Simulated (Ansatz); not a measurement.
Worked example: self-consistent single point of HfMg7 (P-6m2, 8 atoms in the cell) in Ansatz (a quantum-chemistry and plane-wave program).

Computed with LDA (PW92), default PAW files made with PBE (plane waves; Ansatz).

```yaml
crystal:
  lattice:
    - [6.40817, 0.00000, 0.00000]
    - [-3.20409, 5.54964, 0.00000]
    - [0.00000, 0.00000, 5.06531]
  atoms:
    - { symbol: Mg, position: [0.00219, 0.50109, 0.50000] }
    - { symbol: Mg, position: [0.49890, 0.99781, 0.50000] }
    - { symbol: Mg, position: [0.49890, 0.50109, 0.50000] }
    - { symbol: Mg, position: [0.16361, 0.32721, 0.00000] }
    - { symbol: Mg, position: [0.16361, 0.83639, 0.00000] }
    - { symbol: Mg, position: [0.67279, 0.83639, 0.00000] }
    - { symbol: Mg, position: [0.66667, 0.33333, 0.00000] }
    - { symbol: Hf, position: [0.00000, 0.00000, 0.50000] }
```

Reference input (self-consistent single point, DFT, LDA (PW92), plane waves, default PAW files made with PBE): kpoints.mp_grid.grid = 5 5 5; hamiltonian.xc = lda; hamiltonian.pseudopotentials = {kind: paw} (the program's default PAW files); scf.occupations.method = methfessel_paxton; scf.occupations.width = 0.1 eV. This run's input differs from it in these lines:

Ansatz 0.2 input:
```diff
@@ -16,3 +16,3 @@
 kpoints:
-  mp_grid: { grid: [5, 5, 5] }
+  mp_grid: { grid: [10, 10, 10] }
 hamiltonian:
```

Output (repeated stretches shortened):

```
SCF iter   1: F=—  HF=-28787.173626 eV  |F-HF|=—  |Δ(HF+E_count)|=         —  Δρ=6.79e-3  dr2=6.84e-2  ethr=1.77e-3  ⟨swp⟩=7.4  Hψ=18317  notcnv=0
all-band conjugate gradients solve this SCF's bands
preconditioner: auto → Kerker (q_TF=auto, 2.457 Å⁻¹)
SCF iter   2: F=—  HF=-28787.140145 eV  |F-HF|=—  |Δ(HF+E_count)|=   3.35e-2  S|Δr|=    0.00e0  Δρ=2.58e-3  dr2=6.88e-3  ethr=7.12e-5  ⟨swp⟩=2.9  Hψ=10931  notcnv=0  defer=3
   [... lines left out ...]
SCF iter   6: F=—  HF=-28787.138183 eV  |F-HF|=—  |Δ(HF+E_count)|=   3.26e-5  S|Δr|=    0.00e0  Δρ=2.68e-5  dr2=1.93e-6  ethr=5.51e-8  ⟨swp⟩=2.0  Hψ=6208  notcnv=0  defer=3
SCF iter   7: F=—  HF=-28787.138182 eV  |F-HF|=—  |Δ(HF+E_count)|=   9.49e-7  S|Δr|=    0.00e0  Δρ=7.31e-6  dr2=1.22e-7  ethr=2.01e-9  ⟨swp⟩=2.0  Hψ=8068  notcnv=0  defer=3
SCF iter   8: F=-28787.138182 eV  HF=-28787.138182 eV  |F-HF|=5.36e-9  |Δ(HF+E_count)|=   2.15e-8  S|Δr|=    0.00e0  Δρ=1.32e-6  dr2=5.09e-9  ethr=1.04e-10  ⟨swp⟩=9.1  Hψ=18833  notcnv=0
SCF 1 converged in 8 iterations: F = -28787.138182 eV  dr2 = 5.09e-9
Stability not checked (fill_not_monotonic)
Free energy (F): -28787.138182 eV
Internal energy: -28787.135547 eV  (E = F + TS)
E sigma→0 (E₀):  -28787.137523 eV
Entropy (-TS):   -0.002635 eV (-0.329 meV/atom)
Fermi energy:    7.139646 eV
--- Forces (eV/Å), atoms counted from 1 ---
  atom   1  Mg     0.02540523     0.01466772     0.00000000
  atom   2  Mg    -0.00000000    -0.02933543     0.00000000
  atom   3  Mg    -0.02540523     0.01466772     0.00000000
  atom   4  Mg    -0.00000000    -0.12503236     0.00000000
   [... lines left out ...]
  atom   8  Hf    -0.00000000     0.00000000     0.00000000
--- Stress (GPa, compression-positive) ---
       -2.663886      -0.000000      -0.000000
       -0.000000      -2.663886      -0.000000
       -0.000000      -0.000000      -3.006720
  P = ⅓ Tr σ = -2.7782 GPa (-27.782 kbar)
  The stress holds the Pulay correction. Without it, at fixed plane waves, as pw.x and ABINIT print it: P = -2.7839 GPa
```

The run converged in 8 iterations. Against the reference run the free energy rises by 1.3 meV/atom, the pressure stays at -2.78 GPa and the largest force goes from 0.150 to 0.125 eV/Å.

The starting cell comes from a database of computed structures (which also holds hypothetical and non-ambient phases and stackings), without a prior relaxation at this level. Ansatz's pressure includes its estimate of the finite-basis (Pulay) stress.

Cost on one core of a shared machine: roughly 60 s.
